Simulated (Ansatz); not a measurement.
The parent structure is HfO₂ in the fluorite structure (space group Fm-3m, No. 225; a = 5.044 Å).

Method: Ansatz (an electronic-structure program), PBEsol, PAW, cutoff 420 eV, no SOC.

It is then changed as follows: an isotropic linear strain of +3.00 %, atoms relaxed at fixed cell.

Problem. Estimate the effect on the energy relative to the base and mean gap deformation potential ΔEg/Δln V.

Solution. The energy increases by 65 meV/atom; the mean gap deformation potential ΔEg/Δln V amounts to -2.3 eV.

Spin-orbit coupling, missing from the scalar runs, can matter with Hf. Whether these cells are dynamically stable was not tested. This is not the structure that HfO2 has at room temperature and ambient pressure.
